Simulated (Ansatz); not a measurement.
Response to strain in ZrO2

Start from ZrO₂ (space group Pca2_1, No. 29; a = 5.257 Å, b = 5.050 Å, c = 5.070 Å). Axes: x, y, z lie along a, b, c of the conventional cell.

Strains are applied to the cell and any free atomic positions relax; under biaxial strain the out-of-plane vector relaxes too; under stress the whole cell relaxes.

Method: PBEsol in Ansatz (plane waves to 420 eV, PAW, spin-orbit coupling left out).

Notes on the quantities. pressure: mean of the normal stresses, compression positive.

```csv
variant,pressure,volume per atom,smallest direct gap
base,-0.01 GPa,11.22 Å³,3.97 eV
"biaxial strain +2.07 %, plane normal [001], relaxed out of plane",(withheld),(withheld),(withheld)
isotropic strain −2.96 %,21.49 GPa,10.25 Å³,–
isotropic strain +1.39 %,-7.76 GPa,11.69 Å³,3.97 eV
isotropic strain +1.68 %,-9.08 GPa,11.79 Å³,3.97 eV
"uniaxial stress, 3 GPa compression along x",–,11.17 Å³,3.97 eV
```

Some entries are withheld; estimate them.


- biaxial strain +2.07 %, plane normal [001], relaxed out of plane, pressure: -5.40 GPa
- biaxial strain +2.07 %, plane normal [001], relaxed out of plane, volume per atom: 11.54 Å³
- biaxial strain +2.07 %, plane normal [001], relaxed out of plane, smallest direct gap: 4.00 eV

Beyond what the load breaks, stability against distortions was not tested. This is not the structure that ZrO2 has at room temperature and ambient pressure.

Ansatz is a program for electronic structure.
